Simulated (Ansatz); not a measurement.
The reference is Al2Cu (space group I4/mcm, No. 140; a = 6.0594 Å, c = 4.8739 Å). Axes: x, y, z lie along a, b, c of the conventional cell.

Calculations: PBE (Ansatz, a quantum-chemistry and plane-wave program; PAW; 420 eV plane waves; no spin-orbit coupling), earlier PAW set.

For the base:

| Quantity | Result |
|---|---|
| Pressure | 0.0 GPa |
| Volume per atom | 14.91 Å³ |

Perturbation: tensile biaxial strain of 0.91 % in the plane normal to [001], as in epitaxy on a mismatched substrate; the out-of-plane cell vector and the atoms relax.

**Question.** What does the calculation give for the pressure after the change?

**Answer.** The pressure (mean of the normal stresses, compression positive) goes from zero to -1.1 GPa.

**Question.** What happens to the volume per atom?

**Answer.** The volume per atom grows by 0.16 Å³ (14.91 Å³ → 15.07 Å³).

A biaxial case was relaxed in a doubled cell and then solved in the primitive one. Without a gap, meshes like the base's 12×12×12 leave anisotropic stresses uncertain by several tenths of a GPa, and small strain energies with them. No phonon test of stability was made. All final runs are without spin polarisation.
